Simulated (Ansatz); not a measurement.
We consider ScSiCN (model structure, started from the AlSiCN type, P3m1, No. 156, 4 atoms in the cell), described by PBEsol (PAW; Ansatz, an electronic-structure program).

Run with plane-wave cutoff 520 eV, 12×12×6 k mesh (along the axes of the cell as run), Fermi–Dirac smearing 0.01 eV, scalar-relativistic PAW data made under PBE.

Cell (relaxed at this level):

ScCNSi is modelled in the trigonal space group P3m1 (No. 156), Pearson symbol hP4. Conventional cell: a = b = 3.2941 Å, c = 5.1635 Å, α = β = 90.00°, γ = 120.00°. Sc on 1b sees 3 N at 2.006 Å and 1 C at 2.287 Å and 1 C at 2.876 Å and 3 Si at 3.084 Å and 3 Si at 3.332 Å. Si on 1c is coordinated by 1 N at 1.788 Å and 3 C at 1.954 Å and 3 Sc at 3.084 Å and 3 Sc at 3.332 Å. C on 1b has 3 Si at 1.954 Å and 1 Sc at 2.287 Å and 1 Sc at 2.876 Å. N on 1c has 1 Si at 1.788 Å and 3 Sc at 2.006 Å (tetrahedral). (Neighbours: up to the widest gap in distance over summed covalent radii, below 1.35, at either atom; cation-cation and far metal-metal contacts left out.)

### Question
What does this level give for the band gap, direct gap at Γ and bulk modulus B0?

### Answer

- band gap = 1.87 eV (on the SCF k mesh)
- direct gap at Γ = 3.91 eV
- bulk modulus B0 = 167 GPa

Note: the bulk modulus is −V dP/dV from two relaxed cells at ±2 % in volume; the relaxation could raise the start's symmetry but not lower it, so the cell can be a saddle point.

Computed values are for the static lattice.

Computing time: very roughly 50 core-seconds.

A model structure was made by putting elements into a prototype or built by hand; it is no filed structure, need not be a known phase, and can be a saddle point held by its symmetry.
